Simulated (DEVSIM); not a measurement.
illuminated In0.53Ga0.47As p-on-n cell, one wavelength

Device: illuminated In0.53Ga0.47As p-on-n cell, one wavelength, at 300 K.

| layer (left to right) | material | thickness (μm) | Nd (cm⁻³) | Na (cm⁻³) | τn (s) | τp (s) | absorption coefficient (cm⁻¹) |
|---|---|---|---|---|---|---|---|
| 1 | In0.53Ga0.47As | 0.230 | - | 1.6e16 | 4.6e-10 | 3.3e-10 | 19000 |
| 2 | In0.53Ga0.47As | 2.80 | 3.8e15 | - | 4.9e-10 | 4.9e-10 | 19000 |

Left contact: ohmic, minority electron recombination velocity 1e5 cm/s. Right contact: ohmic, minority hole recombination velocity 6e5 cm/s. Voltage is applied to the left contact. Recombination: SRH at mid-gap, radiative, Auger. Light enters at the left, 1.4e18 photons cm⁻² s⁻¹, one pass, no reflection. Mobility is μmin + (μ − μmin)/(1 + (N/Nref)^α).

The device is made up for the run: typed textbook-type constants, with dimensions and the other settings drawn at random. Values at 300 K.

```csv
parameter,In0.53Ga0.47As
gap (eV),0.74
affinity (eV),4.51
permittivity,13.9
Nc (cm⁻³),2.1e17
Nv (cm⁻³),7.7e18
μn (cm²/Vs),12000
μp (cm²/Vs),300
"μn,min",300
"μp,min",10
"Nref,n",1.3e17
"Nref,p",4.9e17
αn,0.48
αp,0.4
B (cm³/s),9.6e-11
Cn (cm⁶/s),5e-29
Cp (cm⁶/s),5e-29
```

Model (solved in DEVSIM): 1D drift-diffusion, Boltzmann statistics, complete ionisation; no tunnelling, impact ionisation, image-force lowering or self-heating.

The potential step across the device at zero bias comes out as 0.477 V and the largest field in the device at zero bias is 18000 V/cm. The dark forward voltage at 1 A/cm² is 0.303 V and the dark forward voltage at 100 A/cm² comes out as 0.457 V. The short-circuit current comes out as 187 mA/cm². The open-circuit voltage is 0.241 V and the fill factor comes out as 0.57. The largest power comes out as 25.7 mW/cm² and the share of generated pairs collected at short circuit is 0.834.

Dark forward current:

(V (V), J (A/cm²)): (0.05, 0.0015); (0.10, 0.0057); (0.15, 0.019); (0.20, 0.062); (0.25, 0.23); (0.30, 0.93); (0.35, 4.3); (0.40, 20); (0.45, 83); (0.50, 290); (0.55, 920); (0.60, 2500)

Current under light (generator sign):

```tsv
V (V)	J (mA/cm²)
0.00	187
0.02	185
0.04	184
0.06	183
0.08	180
0.10	177
0.12	173
0.14	167
0.16	157
0.18	142
0.20	117
0.22	75.1
0.24	4.00
0.26	-121
```
